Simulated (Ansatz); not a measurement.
**Migration barriers: interstitial F in polar orthorhombic HfO2, charge state -1**

System: interstitial F in polar orthorhombic HfO2 (charge state -1). Method: PBE, PAW (plane waves to 420 eV; Ansatz, a first-principles code).

Cell of 96 host sites held at the relaxed PBE lattice; the Γ point alone; Fermi-Dirac width 0.01 eV, spin-restricted; finite-size errors left in. Energies are static. Spin-orbit coupling is left out. The host's phase is taken as given; its stability against other phases was not computed. The charge state is imposed; whether it is stable for some Fermi level was not computed. Sites that were not tried may lie lower.

Barriers: single points on a 2×2×2 k-point mesh shifted by half a step at the bands' geometries.

```csv
Route,Start site over the lowest site run (eV),Hop (Å),Forward barrier (eV),Backward barrier (eV),Neighbours at the start,Neighbours at the saddle,Saddle order,"Forward, on the band's own sampling (eV)"
"several atoms move together, F the farthest",0.00,1.23,0.30,0.30,"Hf at 2.18, Hf at 2.28, Hf at 2.31, Hf at 2.75; O at 2.25, O at 2.35, O at 2.38, O at 2.42, O at 2.45, O at 2.60, O at 2.63, O at 2.74 Å","Hf at 2.12, Hf at 2.18, Hf at 2.64; O at 2.31, O at 2.33, O at 2.35, O at 2.43, O at 2.57, O at 2.60, O at 2.63 Å",not checked,0.31
"several atoms move together, F the farthest",0.00,2.28,0.88,0.88,"Hf at 2.18, Hf at 2.28, Hf at 2.31, Hf at 2.75; O at 2.25, O at 2.35, O at 2.38, O at 2.42, O at 2.45, O at 2.60, O at 2.63, O at 2.74 Å","Hf at 2.09, Hf at 2.21, Hf at 2.29; 2 O at 2.27, O at 2.33, O at 2.51, O at 2.61, O at 2.69 Å",not checked,0.89
```

Paths come from climbing-image nudged elastic band runs. Of the routes that converged and passed our checks, the lowest saddle point lies 0.30 eV above the lowest of the sites run (several atoms move together, F the farthest); other sites, such as split forms, and other routes may lie lower.  A further band (several atoms move together, F the farthest, 2.79 Å) gave 0.91 eV forward on its own sampling, 0.91 eV above the lowest site run, but a shoulder points to a second hump between its images, so it is not taken as a result.

The whole set of runs took about 6 core-hours (a rough figure).
